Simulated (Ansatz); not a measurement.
The cell is made up: elements placed on another compound's structure type, so the phase may be hypothetical.

Consider the following.

```xyz
6
Lattice="3.6452 0.0000 0.0000 1.8226 3.1568 0.0000 0.0000 0.0000 8.9289" Properties=species:S:1:pos:R:3 pbc="T T T"
Mg     2.4302     0.0000     0.0000
Mg     2.4301     2.1046     2.9763
Mg     4.2527     1.0522     5.9526
S      2.4301     0.0000     4.4644
S      2.4301     2.1045     7.4407
S      0.6075     1.0523     1.4881
```

Space group of this cell: Fm-3m, rock salt. The cell was relaxed by PBE-D3(BJ); by r2SCAN its mean pressure is 2.3 GPa.

Transport runs along the normal of the first two printed cell vectors.

The gap is the functional's own. No spin-orbit coupling. Mid-gap values are interpolated on the energy grid.

Question: Estimate the band gap and the smallest decay constant κ at mid-gap that r2SCAN run with Ansatz (an electronic-structure program) returns for this system.

Answer: Gap 3.52 eV on a 12×12×4 mesh; κ = 0.246 1/Å, at the zone centre.
